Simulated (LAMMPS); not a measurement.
Consider a melt made from CdTe (zinc blende), 216 atoms, at 1490 K and 0 GPa, brought to that temperature within a few picoseconds in molecular dynamics.

Level of theory: classical MD, pair style sw, file CdTeZnSeHgS0.sw, run in LAMMPS.

Q: Give number structure factor against q (1/Å) as the simulation yields it.

A: State found: liquid.
| q (1/Å) | number structure factor |
|---|---|
| 0.6800 | 0.101 |
| 0.8800 | 0.131 |
| 1.080 | 0.197 |
| 1.280 | 0.336 |
| 1.480 | 0.557 |
| 1.680 | 0.803 |
| 1.880 | 0.988 |
| 2.080 | 1.09 |
| 2.280 | 1.15 |
| 2.480 | 1.21 |
| 2.680 | 1.25 |
| 2.880 | 1.19 |
| 3.080 | 1.05 |
| 3.280 | 0.889 |
| 3.480 | 0.800 |
| 3.680 | 0.808 |
| 3.880 | 0.886 |
| 4.080 | 0.982 |
| 4.280 | 1.06 |
| 4.480 | 1.10 |
| 4.680 | 1.11 |
| 4.880 | 1.08 |
| 5.080 | 1.03 |
| 5.280 | 0.985 |
| 5.480 | 0.953 |
| 5.680 | 0.938 |
| 5.880 | 0.941 |
| 6.080 | 0.964 |
| 6.280 | 0.995 |
| 6.480 | 1.02 |
| 6.680 | 1.04 |
| 6.880 | 1.04 |
| 7.080 | 1.03 |
| 7.280 | 1.01 |
| 7.480 | 0.999 |
| 7.680 | 0.986 |
| 7.880 | 0.977 |
| 8.080 | 0.976 |
| 8.280 | 0.984 |
| 8.480 | 0.995 |
| 8.680 | 1.01 |
| 8.880 | 1.01 |
| 9.080 | 1.01 |
| 9.280 | 1.01 |
| 9.480 | 1.01 |
| 9.680 | 1.00 |
| 9.880 | 0.996 |
| 10.08 | 0.992 |
| 10.28 | 0.992 |
| 10.48 | 0.994 |
| 10.68 | 0.995 |
| 10.88 | 0.998 |
| 11.08 | 1.00 |
| 11.28 | 1.01 |
| 11.48 | 1.01 |
| 11.68 | 1.00 |
| 11.88 | 1.00 |

Caution: this liquid lies under the melting point of about 1610 K that CdTeZnSeHgS0.sw gives, so it is undercooled.
